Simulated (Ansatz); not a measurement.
A user runs Ansatz (a first-principles code) on TaMo3 (I4/mmm, 4 atoms in the cell) and asks whether the run is sound. The aim is a self-consistent single point with DFT, PBE, plane waves, default PAW files.

Cell that was meant: a = 5.0856 Å, b = 5.0856 Å, c = 5.0856 Å, α = 135.46°, β = 135.46°, γ = 64.82°.

Part of the input:

```yaml
# TaMo3
crystal:
  lattice:
    - [-3.642404, 3.642404, 8.113250]
    - [3.642404, -3.642404, 8.113250]
    - [3.642404, 3.642404, -8.113250]
  atoms:
    - { symbol: Mo, position: [0.500000, 0.500000, 0.000000] }
    - { symbol: Mo, position: [0.750000, 0.250000, 0.500000] }
```

Output, abridged:

```
WARN basis.ecutwfc = 420 eV, the default
WARN ansatz: RAYON_NUM_THREADS=1 ignored (pool sized by the plan → 1); use --threads N
   [... lines left out ...]
Symmetry: 16 space group operations
Space group: I4/mmm (ITA 139), of the structure as read, at distance tolerance 7.6e-5 Å
k-points: 163 of 1728
Initial density: superposition of atomic densities (neutral atoms: chi_scale 0, normalization atom), corrected by the library's trained network
Initial wavefunctions: pseudopotential atomic-orbital guess
Eigensolver: davidson
Functional: x = pbe(κ = 0.804, μ = 0.2195149727645171), c = pbe(β = 0.06672455060314922)
SCF iter   1: F=—  HF=-24764.741601 eV  |F-HF|=—  |Δ(HF+E_count)|=         —  Δρ=2.40e-2  dr2=1.28e1  ethr=1.77e-3  ⟨swp⟩=5.6  Hψ=20478  notcnv=0
all-band conjugate gradients solve this SCF's bands
preconditioner: auto → LDOS
SCF iter   2: F=—  HF=-24764.590145 eV  |F-HF|=—  |Δ(HF+E_count)|=   1.51e-1  Δρ=1.43e-2  dr2=4.15e0  ethr=1.77e-3  ⟨swp⟩=2.0  Hψ=8157  notcnv=0
   [... lines left out ...]
SCF iter   9: F=—  HF=-24764.564169 eV  |F-HF|=—  |Δ(HF+E_count)|=   8.62e-6  Δρ=9.11e-5  dr2=2.95e-5  ethr=3.10e-7  ⟨swp⟩=1.0  Hψ=6683  notcnv=0
SCF iter  10: F=—  HF=-24764.564064 eV  |F-HF|=—  |Δ(HF+E_count)|=   1.05e-4  Δρ=2.11e-5  dr2=8.64e-6  ethr=5.37e-8  ⟨swp⟩=1.0  Hψ=6683  notcnv=0
SCF iter  11: F=-24764.564065 eV  HF=-24764.564065 eV  |F-HF|=1.79e-7  |Δ(HF+E_count)|=   6.34e-7  Δρ=3.48e-6  dr2=4.07e-8  ethr=1.82e-10  ⟨swp⟩=4.3  Hψ=25373  notcnv=0
SCF 1 converged in 11 iterations: F = -24764.564065 eV  dr2 = 4.07e-8
Free energy (F): -24764.564065 eV
Internal energy: -24761.333102 eV  (E = F + TS)
E sigma→0 (E₀):  -24762.948583 eV
Entropy (-TS):   -3.230963 eV (-807.741 meV/atom)
Fermi energy:    -0.078395 eV
--- Forces (eV/Å), atoms counted from 1 ---
  atom   1  Mo     0.00000000    -0.00000000     0.00000000
   [... zero for the other atoms too ...]
--- Stress (GPa, compression-positive) ---
       -2.635926       0.000000      -0.000000
        0.000000      -2.635926       0.000000
       -0.000000       0.000000      -2.299210
  P = ⅓ Tr σ = -2.5237 GPa (-25.237 kbar)
  The stress holds the Pulay correction. Without it, at fixed plane waves, as pw.x and ABINIT print it: P = -2.5284 GPa
```

Task: Is anything amiss in this input, and did it matter?

Result: The run is not sound. The fault is this: lattice typed in bohr, read as angstrom. Bohr and ångström differ by a factor of 1.89; the cell that the program reads is then far too large or far too small. To fix it, give the lengths in the unit that the key or card expects. The run converged in 11 iterations without an error; against the sound input the free energy goes up by 8.65 eV/atom and the pressure goes from 11.47 to -2.52 GPa.

An input that runs soundly differs in these lines (not the only fix; some lines may just follow from the change or write a value another way):
```diff
-    - [-3.642404, 3.642404, 8.113250]
-    - [3.642404, -3.642404, 8.113250]
-    - [3.642404, 3.642404, -8.113250]
+    - [-1.927477, 1.927477, 4.293347]
+    - [1.927477, -1.927477, 4.293347]
+    - [1.927477, 1.927477, -4.293347]
```

With that input, the run converged in 6 iterations: free energy E − TS (on the zero of these files) -24799.1510 eV; Fermi level (on the code's own zero) 20.75 eV; pressure 11.47 GPa (DFT, PBE, plane waves, default PAW files).

On the sound input: the starting cell was generated: these elements placed on a structure prototype, without a prior relaxation; it need not be a known phase or ordering of this composition. Spin-orbit coupling is off. Spin polarisation is off. With a pressure of about 11 GPa the cell is away from its equilibrium volume at this level. Ansatz's pressure includes its estimate of the finite-basis (Pulay) stress.

Keys are those of Ansatz 0.2.
